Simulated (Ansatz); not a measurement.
## C (model structure, started from the Si type, R-3, No. 148, 8 atoms in the cell)

Level of theory: HSE06 (PAW; Ansatz, a quantum-chemistry and plane-wave program).

Run with plane-wave cutoff 460 eV, 8×8×8 k mesh, Fermi–Dirac smearing 0.01 eV, scalar-relativistic PAW data made under PBE.

Cell (relaxed with PBEsol):

Space group R-3, hexagonal axes (No. 148); a = b = 6.3184 Å, c = 3.8462 Å, α = β = 90.00°, γ = 120.00°

```
atom  site  symmetry       x       y       z
----  ----  --------  ------  ------  ------
C      18f         1  0.0392  0.2695  0.2695
C       6c        3.  0.0000  0.0000  0.2999
```
(The calculation used a cell of 8 atoms; values per cell refer to that cell.)

```json
{
 "band_gap": "4.59 eV (on the SCF k mesh) (indirect)",
 "smallest_direct_gap_on_the_k_points_sampled": "6.03 eV",
 "direct gap at Γ": "9.94 eV"
}
```

Note: the relaxation could raise the start's symmetry but not lower it, so the cell can be a saddle point; cell and atoms aren't relaxed at this level (largest force component 0.37 eV/Å, pressure -4.0 GPa).

The computed numbers hold no vibrational or temperature effects.

Computing time: very roughly 100 core-seconds.

A model structure was made by putting elements into a prototype or built by hand; it is no filed structure, need not be a known phase, and can be a saddle point held by its symmetry.
